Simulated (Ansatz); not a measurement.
Start from GaAs in the rock salt structure (space group Fm-3m, No. 225; a = 5.330 Å; a hypothetical phase, not in the database extracts checked).

The values are results of plane-wave PAW DFT at the r2SCAN level (Ansatz, an electronic-structure program, 500 eV), scalar-relativistic without spin-orbit coupling, not measurements.

For the base:

Pressure: 0.0 GPa
Band gap: zero

It is then changed as follows: the cell is scaled by 1.0159 in all directions; the atoms relax in the strained cell.

### Question
Predict the new pressure.

### Answer
The pressure goes from zero to -3.5 GPa.

### Question
How does this affect the energy relative to the base?

### Answer
The energy increases by 10 meV/atom.

### Question
What happens to the band gap?

### Answer
The band gap is still zero.

Whether these cells are dynamically stable was not tested. All final runs are without spin polarisation.
